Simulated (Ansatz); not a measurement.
ZnSe (F-43m), r2SCAN with spin-orbit coupling, rigid bands in Ansatz (a program for electronic structure): N_v = 2.66e19 cm⁻³ at 300 K and a hole conductivity mass of 0.683 mₑ.

### Question
For 1e17 holes per cm³ at 300 K, place the Fermi level, estimate the Seebeck coefficient of a parabolic band with constant τ, and give mobility and conductivity for τ = 20 fs.

### Answer
The level lies k_BT ln(N_v/p) = 0.144 eV above the valence-band maximum. S ≈ +(k_B/e)[ln(N_v/p) + 5/2] = 697 μV/K, against 697 μV/K from the full bands (mean over directions). μ = eτ/m = 51.5 cm²/(V·s) and σ = peμ = 0.825 S/cm. τ is assumed, not computed.

Band transport and this doping are assumed; polarons and phonon drag are left out.
